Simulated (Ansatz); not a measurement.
The parent structure is MoS2 in the 3R-MoS2 type structure (space group R3m, No. 160; layered, stacked along the Cartesian z axis).

```
CELL_PARAMETERS angstrom
      1.57661     0.91026     5.99789
     -1.57661     0.91026     5.99789
      0.00000    -1.82051     5.99789
ATOMIC_POSITIONS crystal
  Mo 0.00002 0.00002 0.00002
  S  0.75353 0.75353 0.75353
  S  0.57975 0.57975 0.57975
```

Cartesian axes are those of the cell as printed.

Computed with PBE-D3(BJ) (Ansatz, a program for electronic structure, PAW, scalar-relativistic without spin-orbit coupling), earlier PAW set.

Before the change:

Smallest direct gap: 1.77 eV
Band gap: 0.77 eV
Pressure: 0.00 GPa

One thing is altered: the cell is stretched by 5.87 % along z with no lateral relaxation, atoms relaxed at fixed cell.

Task: How does this affect the smallest direct gap, band gap, pressure and energy relative to the base?

Result: The smallest direct gap goes up by 0.016 eV, from 1.77 eV to 1.78 eV; the band gap increases by 0.31 eV to 1.08 eV; the pressure (mean of the normal stresses, compression positive) goes from zero to -1.00 GPa; the energy goes up by 7.4 meV/atom.

The cells carry an imposed strain or load. No phonon test of stability was made.
